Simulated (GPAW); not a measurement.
Input and output of a self-consistent single point for Si₂W (P1, 3 atoms in the cell) (GPAW).

Level of theory: PBE, GPAW PAW datasets PBE (gpaw-data 1.0.1) (plane waves; GPAW).

The change in words: lattice scaled by 0.98. Reference geometry:
```
CELL_PARAMETERS angstrom
     -1.60736     1.60736     3.90103
      1.60736    -1.60736     3.90103
      1.60736     1.60736    -3.90103
ATOMIC_POSITIONS crystal
  Si 0.33363 0.33916 0.00222
  Si 0.66594 0.66311 0.99620
  W  0.00044 0.99773 0.00159
```

Reference input (self-consistent single point, DFT PBE, plane waves, GPAW PAW datasets PBE (gpaw-data 1.0.1)): mode = pw; ecut = 600 eV; xc = PBE; kpts = 7 7 9; mesh shift (steps) = 0 0 0; occupations.name = fermi-dirac; occupations.width = 0.1 eV; nbands = -11; convergence.forces = 0.001 eV/Å; symmetry.symmorphic = false; symmetry.tolerance = 0.0005; maxiter = 120. This run's input differs from it in these lines:

```diff
@@ -5,5 +5,5 @@
 atoms = Atoms(['Si', 'Si', 'W'],
-              cell=[[-1.607365, 1.607365, 3.901030],
-                    [1.607365, -1.607365, 3.901030],
-                    [1.607365, 1.607365, -3.901030]],
+              cell=[[-1.575218, 1.575218, 3.823009],
+                    [1.575218, -1.575218, 3.823009],
+                    [1.575218, 1.575218, -3.823009]],
               scaled_positions=[[0.333625, 0.339157, 0.002218],
```

Output, abridged:

```
     iter     time        total  log10-change:
                         energy   eigst   dens  force
iter:   1 --:--:--   -23.160856
iter:   2 --:--:--   -23.181003   -1.55  -1.19
iter:   3 --:--:--   -23.291128   -1.68  -1.21
iter:   4 --:--:--   -23.262456   -4.29  -1.74
iter:   5 --:--:--   -23.175800   -2.65  -1.80
iter:   6 --:--:--   -23.170587   -3.83  -2.23
iter:   7 --:--:--   -23.167062c  -4.09  -2.35
iter:   8 --:--:--   -23.166515c  -5.10  -2.73
iter:   9 --:--:--   -23.166095c  -4.59  -2.86
iter:  10 --:--:--   -23.166095c  -6.26  -3.58
iter:  11 --:--:--   -23.166086c  -6.34  -3.64
iter:  12 --:--:--   -23.166086c  -8.35c -4.04c
iter:  13 --:--:--   -23.166086c  -8.70c -4.13c -2.64
iter:  14 --:--:--   -23.166086c  -7.82c -4.19c -3.18c
Converged after 14 iterations.

Dipole moment: (0.083315, -0.100000, 0.179604) |e|*Ang

Energy contributions relative to reference atoms: (reference = -454544.360156)

Kinetic:        +39.159458
Potential:      -31.852634
External:        +0.000000
XC:             -30.370909
Entropy (-ST):   -0.010018
Local:           -0.096992
SIC:             +0.000000
--------------------------
Free energy:    -23.171096
Extrapolated:   -23.166086

Showing only first 2 kpts
 Kpt  Band  Eigenvalues  Occupancy
  0     9     10.63468    2.00000
  0    10     14.33290    0.00240
  0    11     16.36045    0.00000
  0    12     16.79818    0.00000

  1     9     11.70009    2.00000
  1    10     12.59322    1.99995
  1    11     16.46484    0.00000
  1    12     17.21449    0.00000

Fermi level: 13.66067

No gap
No difference between direct/indirect transitions
Energy (eV): -23.166086

Forces in eV/Ang:
  0 Si   -0.19160    0.10455   -0.38770
  1 Si    0.14518    0.03970    0.00004
  2 W     0.04628   -0.14374    0.38739

Stress tensor:
    -0.124631     0.000362    -0.001704
     0.000362    -0.124669     0.000442
    -0.001704     0.000442    -0.155901
Stress (GPa, Voigt): [-19.968  -19.9741 -24.9782   0.0708  -0.273    0.058 ]
```

The run converged in 14 iterations. GPAW prints stress with tension positive. Against the reference run the free energy rises by 63.3 meV/atom, the pressure goes from 4.90 to 21.64 GPa and the largest force goes from 0.332 to 0.445 eV/Å.

The starting cell comes from a database of computed structures (which also holds hypothetical and non-ambient phases and stackings), without a prior relaxation at this level. Its atoms were displaced at random from the sites of space group no. 139. For this run, on top of that: lattice scaled by 0.98. Spin polarisation is off. With a pressure of about 22 GPa the cell is away from its equilibrium volume at this level.

Cost on one core of a shared machine: roughly 5 min.
